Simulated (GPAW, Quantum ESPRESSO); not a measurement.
A Quantum ESPRESSO input for a self-consistent single point of InCu3 (P6_3/mmc, 8 atoms in the cell) (DFT, PBEsol, plane waves, PSlibrary ultrasoft (PBE) pseudopotentials):

```fortran
&CONTROL
   calculation = 'scf',
   prefix = 'InCu3',
   outdir = './tmp',
   pseudo_dir = './',
   tprnfor = .true.,
   tstress = .true.,
/
&SYSTEM
   ibrav = 0,
   nat = 8,
   ntyp = 2,
   ecutwfc = 50,
   ecutrho = 300,
   occupations = 'smearing',
   smearing = 'fermi-dirac',
   degauss = 0.0036749,
   input_dft = 'pbesol',
/
&ELECTRONS
   conv_thr = 1.0d-10,
   mixing_beta = 0.4,
/
ATOMIC_SPECIES
In   114.8180  In.pbe-dn-rrkjus_psl.1.0.0.UPF
Cu    63.5460  Cu.pbe-dn-rrkjus_psl.1.0.0.UPF
ATOMIC_POSITIONS {crystal}
In    0.3333333333    0.6666666667    0.7500000000
In    0.6666666667    0.3333333333    0.2500000000
Cu    0.1563800000    0.3127600000    0.2500000000
Cu    0.8436200000    0.6872400000    0.7500000000
Cu    0.8436200000    0.1563800000    0.7500000000
Cu    0.1563800000    0.8436200000    0.2500000000
Cu    0.6872400000    0.8436200000    0.2500000000
Cu    0.3127600000    0.1563800000    0.7500000000
K_POINTS {automatic}
5 5 5  0 0 0
CELL_PARAMETERS {angstrom}
   5.4565601667     0.0000000000     0.0000000000
  -2.7282800834     4.7255197216     0.0000000000
   0.0000000000     0.0000000000     4.3335460000
```

Question: Write the same calculation as an input for GPAW.

Answer: This is the input that was run; spellings and numerical settings could be chosen otherwise.

```python
from ase import Atoms
from ase.units import GPa
from gpaw import GPAW, PW, FermiDirac

atoms = Atoms(['In', 'In', 'Cu', 'Cu', 'Cu', 'Cu', 'Cu', 'Cu'],
              cell=[[5.456561, 0.000000, 0.000000],
                    [-2.728280, 4.725519, 0.000000],
                    [0.000000, 0.000000, 4.333546]],
              scaled_positions=[[0.333333, 0.666667, 0.750000],
                                [0.666667, 0.333333, 0.250000],
                                [0.156380, 0.312760, 0.250000],
                                [0.843620, 0.687240, 0.750000],
                                [0.843620, 0.156380, 0.750000],
                                [0.156380, 0.843620, 0.250000],
                                [0.687240, 0.843620, 0.250000],
                                [0.312760, 0.156380, 0.750000]],
              pbc=True)

calc = GPAW(mode=PW(800),
            xc='PBEsol',
            kpts=(5, 5, 5),
            occupations=FermiDirac(0.05),
            nbands=-12,
            convergence={'density': 1e-05},
            symmetry={'symmorphic': False, 'tolerance': 0.0005},
            maxiter=120,
            txt='-')

atoms.calc = calc

energy = atoms.get_potential_energy()
print('Energy (eV):', round(energy, 6))
forces = atoms.get_forces()
print('Forces (eV/Ang):')
print(forces.round(5))
stress = atoms.get_stress()
print('Stress (GPa, Voigt):', (stress / GPa).round(4))
```

Basis settings and potentials, where a program has them, do not carry over. This input uses DFT PBEsol, plane waves, GPAW PAW datasets PBEsol (made by gpaw-setup).

The starting cell comes from a database of computed structures (which also holds hypothetical and non-ambient phases and stackings), without a prior relaxation at this level. Its lattice was rescaled by a random factor within 2.5 % of one. For this run, on top of that: lattice scaled by 0.98.
